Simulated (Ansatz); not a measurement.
Bond-angle distributions (per cent of the angles at each element, bins of 10°) of a relaxed model of amorphous IGZO (In₁₀Ga₁₀Zn₅O₃₅) at 5.98 g/cm³. Calculation: PBE, scalar-relativistic without spin-orbit coupling (plane waves to 420 eV, PAW; Ansatz, an electronic-structure program).

The cell was made by melting and quenching with the CHGNet potential and then relaxed with DFT. O atoms were pushed apart under 1.9 Å during the dynamics, to hinder bonds among them. The hot cell started wider than the set density and was brought back towards it in steps. It is the lowest in DFT energy of 2 quenches. It is a model cell: composition and starting density were chosen by hand, and all elements were melted together. No dispersion term was used. Its density started from a set value of 5.93 and ended at 5.98 g/cm³. The quench (nominally 190 K/ps over its main leg) was far faster than any real one, so the model tends to hold more defects than a real film. Values belong to this one cell and scatter from quench to quench. The volume was free in the relaxation, at fixed shape. Stress components on the final sampling reach 2.2 GPa.

Neighbours within In-In 3.12 Å, In-Ga 2.90 Å, In-Zn 2.90 Å, In-O 2.60 Å, Ga-Ga 2.68 Å, Ga-Zn 2.68 Å, Ga-O 2.38 Å, Zn-Zn 2.68 Å, Zn-O 2.26 Å, O-O 1.58 Å count as bonded. Two cations that share two anions don't count as bonded, nor two that share one unless they lie closer than In-In 3.04 Å, In-Ga 2.82 Å, In-Zn 2.82 Å, Ga-Ga 2.61 Å, Ga-Zn 2.61 Å, Zn-Zn 2.61 Å.

```
angle (°)  at In  at Ga  at Zn
---------  -----  -----  -----
50-60          0      0      0
60-70          2      0      0
70-80         22      1      0
80-90         16     20     21
90-100        12     29     24
100-110       10     12     18
110-120        9     17     18
120-130       11      8      0
130-140        4      2      9
140-150        3      4      9
150-160        6      0      0
160-170        2      5      3
170-180        1      2      0
```

They go with these counts of neighbours within the cut-offs, cation contacts included: In mean 5.5, most often 6; Ga mean 4.6, most often 5; Zn mean 4.2, most often 4.
